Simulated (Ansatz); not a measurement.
MgSe (Fm-3m): band-edge transport data

Input:

```
MgSe
1.0
    0.00000     2.72489     2.72489
    2.72489     0.00000     2.72489
    2.72489     2.72489     0.00000
Mg Se
1 1
Cartesian
  0.00000   0.00000   0.00000
  2.72489   2.72489   2.72489
```

All values below come from PBEsol with spin-orbit coupling, rigid bands (plane waves, PAW; Ansatz, an electronic-structure program). Condition of this run: spin-orbit coupling switched on. Geometry: cell and atoms relaxed with PBEsol.

| Quantity | Result |
|---|---|
| band gap | 1.64 eV |
| electron conductivity mass (300 K, dilute) | 0.29 mₑ |
| hole conductivity mass (300 K, dilute) | 0.95 mₑ |
| effective density of states N_c (300 K) | 1.3e19 cm⁻³ |
| effective density of states N_v (300 K) | 4.9e19 cm⁻³ |
| density-of-states mass, electrons | 0.63 mₑ |
| density-of-states mass, holes | 1.57 mₑ |
| Seebeck coefficient, n-type 1e19 cm⁻³, 300 K | -241 μV/K |
| best n-type power factor at 300 K for τ = 10 fs (best axis; densities from 1e16 to 1e21 cm⁻³ tried, whether or not they can be reached) | 7.0 μW/(cm·K²) at 3e19 cm⁻³ |
| Seebeck coefficient, p-type 1e19 cm⁻³, 300 K | 361 μV/K |

Rigid bands; masses and Seebeck coefficients take one relaxation time τ for all states and one kind of carrier; polarons and phonon drag are left out.
